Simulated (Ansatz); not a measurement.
Take Au in the fcc (Cu type) structure (space group Fm-3m, No. 225; relaxed with 0.1 eV smearing) as the base.

Space group Fm-3m (No. 225); a = 4.048 Å, b = 4.048 Å, c = 4.048 Å, α = 90.00°, β = 90.00°, γ = 90.00°

```csv
atom,site,symmetry,x,y,z
Au,4a,m-3m,0.0000,0.0000,0.0000
```
(The calculation used a cell of 1 atom; values per cell refer to that cell.)

Level of theory: plane-wave PAW DFT at the LDA level (Ansatz, an electronic-structure program, 420 eV), no SOC.

Strains are applied to the cell and any free atomic positions relax.

One change was made to it. Results:

| quantity | base | after |
|---|---|---|
| pressure | 0.0 GPa | -7.6 GPa |
| energy relative to the base (free energy F) | 0 meV/atom | +19 meV/atom |

Q: What was done to the base?
A) isotropic strain +1.50 %
B) isotropic strain +2.00 %
C) isotropic strain −1.00 %

A: A, isotropic strain +1.50 %. For comparison, the energy relative to the base in the other runs: isotropic strain −1.00 % gives +9.5 meV/atom; isotropic strain +2.00 % gives +33 meV/atom.

Stability against distortions was not tested.
